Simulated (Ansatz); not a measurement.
The reference is GaAs in the zinc blende structure (space group F-43m, No. 216; a = 5.746 Å).

All numbers come from PBE, PAW, 420 eV (Ansatz, an electronic-structure program; without spin-orbit coupling).

Strains are applied to the cell and any free atomic positions relax.

One change was made to it. Results:

```tsv
quantity	base	after
pressure	0.0 kbar	19.6 kbar
band gap	0.16 eV	0.38 eV
energy relative to the base (free energy F)	0 meV/atom	+4.2 meV/atom
```

Question: Which change produced these results?
A) isotropic strain +1.00 %
B) isotropic strain −1.00 %
C) isotropic strain +2.50 %
D) isotropic strain −1.50 %

Answer: B, isotropic strain −1.00 %. For comparison, the band gap in the other runs: isotropic strain +2.50 % gives zero; isotropic strain −1.50 % gives 0.49 eV; isotropic strain +1.00 % gives zero.

The mesh was chosen for an insulator and is coarse for the gapless case. No phonon test of stability was made. The final runs are not spin-polarised. The zero or small gap of GaAs can change with the level of theory.
